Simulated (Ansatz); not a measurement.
## Pressure series in HgS

Base system: HgS (space group P3_221, No. 154; a = 4.139 Å, c = 9.408 Å; made of chains).

Cell and atoms are relaxed at each pressure.

The values are results of PBEsol, PAW, 420 eV (Ansatz, a quantum-chemistry and plane-wave program; no SOC), not measurements.

| change | width of the top valence band | gap character | density | smallest direct gap |
|---|---|---|---|---|
| base | 0.97 eV | indirect, k = (0, 0.111, 1/4) in the run's primitive reciprocal basis → Γ | 8.31 g/cm³ | 1.26 eV |
| pressure 0.3 GPa | 0.99 eV | indirect, k = (0, 0.111, 1/4) in the run's primitive reciprocal basis → Γ | 8.42 g/cm³ | 1.21 eV |
| pressure 0.7 GPa | 1.01 eV | indirect, k = (0, 0.111, 1/4) in the run's primitive reciprocal basis → Γ | 8.54 g/cm³ | 1.15 eV |
| pressure 3 GPa | 1.07 eV | indirect, A–L (9 % along) → Γ | 9.07 g/cm³ | 0.97 eV |
| pressure 5 GPa | 1.10 eV | indirect, A → Γ | 9.39 g/cm³ | 0.93 eV |

Spin-orbit coupling, missing from the scalar runs, can matter with Hg. Load acts through the strain it causes; cell and atoms are relaxed under it. Whether these cells are dynamically stable was not tested. No other phases were tried under pressure. No dispersion term is included in the PBEsol runs.
